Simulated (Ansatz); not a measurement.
The starting structures come from a database of crystals and need not be the phases stable at ambient conditions.

The decay constant κ of evanescent states in the gap governs leakage through a thin film.

Consider the following.

```
NbBr2S2
1.0
    6.54293    -0.00030     0.02320
    1.18738     6.76024    -0.06219
    3.25116    -1.66981     5.42699
Nb S Br
2 4 4
Direct
  0.12621   0.00000   0.12621
  0.87379   0.00000   0.87379
  0.14288   0.68385   0.85712
  0.85712   0.31615   0.14288
  0.67077   0.13447   0.32923
  0.32923   0.86553   0.67077
  0.43357   0.23834   0.97271
  0.56643   0.76166   0.02729
  0.97271   0.76166   0.43357
  0.02729   0.23834   0.56643
```

The cell was relaxed by PBE-D3(BJ); by r2SCAN it stands under a pressure of 1.2 GPa.

Transport runs along the normal of the first two printed cell vectors.

No gap correction and no spin-orbit coupling; mid-gap is the computed energy nearest the middle.

Problem. Predict the band gap and the smallest decay constant κ at mid-gap from r2SCAN (Ansatz, an electronic-structure program).

Solution. Gap 1.57 eV on a 6×6×6 mesh; κ = 0.278 1/Å, at (0.000, 0.500) of the in-plane reciprocal vectors. At the zone centre the slowest state has κ = 0.32 1/Å.
